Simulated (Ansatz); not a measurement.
The parent structure is Si in the diamond structure (space group Fd-3m, No. 227).

```yaml
crystal:
  lattice:
    - [0.00000, 2.70105, 2.70105]
    - [2.70105, 0.00000, 2.70105]
    - [2.70105, 2.70105, 0.00000]
  atoms:
    - { symbol: Si, position: [0.00000, 0.00000, 0.00000] }
    - { symbol: Si, position: [0.25000, 0.25000, 0.25000] }
```

Cartesian axes are those of the cell as printed.

Level of theory: Ansatz (a first-principles code) LDA, spin-orbit coupling left out.

Strains are applied to the cell and any free atomic positions relax; under biaxial strain the out-of-plane vector relaxes too.

One change was made to it. Results:

```json
[
 {"quantity": "band gap", "base": "0.45 eV", "after": "0.33 eV"},
 {"quantity": "valence-band top at Γ (three highest levels, from the VBM)", "base": "0.00, 0.00, 0.00 eV", "after": "0.00, -0.20, -0.20 eV"},
 {"quantity": "smallest direct gap", "base": "2.53 eV", "after": "2.30 eV"},
 {"quantity": "energy relative to the base (free energy F)", "base": "0 meV/atom", "after": "+7.4 meV/atom"}
]
```

Problem. Which of these changes matches the shifts?
A. biaxial strain −0.83 %, plane normal [111], relaxed out of plane
B. biaxial strain −2.08 %, plane normal [111], relaxed out of plane
C. biaxial strain +0.42 %, plane normal [111], relaxed out of plane
D. biaxial strain −1.25 %, plane normal [111], relaxed out of plane
E. biaxial strain +1.67 %, plane normal [111], relaxed out of plane

Solution. E, biaxial strain +1.67 %, plane normal [111], relaxed out of plane. For comparison, the valence-band top at Γ in the other runs: biaxial strain +0.42 %, plane normal [111], relaxed out of plane gives 0.00, -0.06, -0.06 eV; biaxial strain −1.25 %, plane normal [111], relaxed out of plane gives 0.00, 0.00, -0.19 eV; biaxial strain −2.08 %, plane normal [111], relaxed out of plane gives 0.00, 0.00, -0.34 eV; biaxial strain −0.83 %, plane normal [111], relaxed out of plane gives 0.00, 0.00, -0.12 eV.

Whether these cells are dynamically stable was not tested. The zero or small gap of Si under biaxial strain −2.08 %, plane normal [111], relaxed out of plane can change with the level of theory.
